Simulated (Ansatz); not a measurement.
Sensitivity of a calculation on PbSe (Fm-3m, 2 atoms in the cell) to its settings

```
PbSe
1.0
    0.00000     3.13811     3.13811
    3.13811     0.00000     3.13811
    3.13811     3.13811     0.00000
Pb Se
1 1
Direct
  0.00000   0.00000   0.00000
  0.50000   0.50000   0.50000
```

Base run A: LDA (PW92), default PAW files made with PBE (Ansatz, a program for electronic structure), self-consistent single point.

Its settings: kpoints.mp_grid.grid = 9 9 9; hamiltonian.xc = lda; hamiltonian.pseudopotentials = {kind: paw} (the program's default PAW files); scf.occupations.method = gaussian; scf.occupations.width = 0.05 eV.

The starting cell comes from a database of computed structures (which also holds hypothetical and non-ambient phases and stackings), without a prior relaxation at this level. Its lattice was rescaled by a random factor within 2.5 % of one. In the base run, with a pressure of about -5 GPa the cell is away from its equilibrium volume at this level. Ansatz's pressure includes its estimate of the finite-basis (Pulay) stress. A gap is left out here, as mesh or smearing make it unsure.

ΔF is the free energy per atom less that of run A. A dash stands where there is no value to compare (another energy zero or no entropy term, no result, no spin, no clean gap, or a mesh too coarse for one). Absolute energies have different zeros for different potentials, functionals, Hubbard and dispersion terms and are not compared across them.

Run A gave: pressure (GPa) -5.18; k-points 35; valence electrons 30.

Runs:
- B: kpoints.mp_grid.grid: 9 9 9 → 12 12 12
- C: 2 x 2 x 2 supercell, mesh divided and rounded up; kpoints.mp_grid.grid: 9 9 9 → 5 5 5
- D: hamiltonian.xc: lda → r2scan; hamiltonian.dispersion: default → d4 [r2SCAN-D4]
- E: crystal.symmetry.detect: default → false
- F: scf.mixing.algorithm: default (the program chose MSR1) → anderson; scf.mixing.beta: default → 0.05
- G: scf.mixing.algorithm: default (the program chose MSR1) → msr1; scf.mixing.ndim: default → 20

What does run D change against A?

The pressure goes from -5.18 to -1.79 GPa.

| run | ΔF (meV/atom) | pressure (GPa) | k-points | valence electrons |
|---|---|---|---|---|
| A | 0.00 | -5.18 | 35 | 30 |
| B | 0.30 | -5.17 | 72 | 30 |
| C | 0.23 | -5.17 | 10 | 240 |
| D | – | -1.79 | 35 | 30 |
| E | 0.00 | -5.18 | 365 | 30 |
| F | 0.00 | -5.18 | 35 | 30 |
| G | 0.00 | -5.18 | 35 | 30 |

Keys are those of Ansatz 0.2.
